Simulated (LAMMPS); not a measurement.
An MD run on a melt made from Al (fcc), 4000 atoms, at 510 K and 0 GPa, brought to that temperature within a few picoseconds.

Level of theory: classical MD, pair style eam/alloy, file AlCu.eam.alloy (LAMMPS).

Task: Give the state found, the coordination number, the most common Al-Al-Al angle as this potential yields it.

Result: state found: liquid; coordination number: 13.1 (counted to 3.86 Å); most common Al-Al-Al angle: at the 3° bin centred on 55.5°, after smoothing over three bins (mean of all 96°).

Caution: this liquid lies under the melting point of about 750 K that EAM-type AlCu.eam.alloy gives, so it is undercooled.
